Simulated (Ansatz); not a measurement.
This Ansatz (a first-principles code) input is the reference run, PbTe in the rock salt structure (space group Fm-3m, No. 225), computed with Ansatz, r2SCAN, PAW, cutoff 500 eV, no spin-orbit coupling:

Ansatz 0.2 input:
```yaml
crystal:
  lattice:
    - [0, 3.2671501703, 3.2671501703]
    - [3.2671501703, 0, 3.2671501703]
    - [3.2671501703, 3.2671501703, 0]
  atoms:
    - { symbol: Te, position: [0.5, 0.5, 0.5] }
    - { symbol: Pb, position: [0, 0, 0] }
basis: { ecutwfc: 500, ecutrho_ratio: 4, xc_grid: 4, fft_grid_basis: typed }
kpoints: { mp_grid: { grid: [9, 9, 9] } }
hamiltonian:
  xc: r2scan
  dispersion: none
  pseudopotentials: { kind: paw }
scf: { occupations: { method: fermi_dirac, width: 0.05 }, convergence: { dr2_threshold: 0.0000000002 } }
output: { forces: true, stress: true }
checkpoint: { write: state.ck, write_every: 1000 }
```

**Question.** Write the input for this change: every lattice vector is shortened by 1.00 %, atoms relaxed at fixed cell.

**Answer.** 
Ansatz 0.2 input:
```yaml
crystal:
  lattice:
    - [0, 3.2344786686, 3.2344786686]
    - [3.2344786686, 0, 3.2344786686]
    - [3.2344786686, 3.2344786686, 0]
  atoms:
    - { symbol: Te, position: [0.5, 0.5, 0.5] }
    - { symbol: Pb, position: [0, 0, 0] }
basis: { ecutwfc: 500, ecutrho_ratio: 4, xc_grid: 4, fft_grid_basis: typed }
kpoints: { mp_grid: { grid: [9, 9, 9] } }
hamiltonian:
  xc: r2scan
  dispersion: none
  pseudopotentials: { kind: paw }
scf: { occupations: { method: fermi_dirac, width: 0.05 }, convergence: { dr2_threshold: 0.0000000002 } }
relax: { f_tol: 0.005, max_steps: 50 }
output: { forces: true, stress: true }
checkpoint: { write: state.ck, write_every: 1000 }
```
This is the input that was run.

The cells carry an imposed strain or load. No phonon test of stability was made.
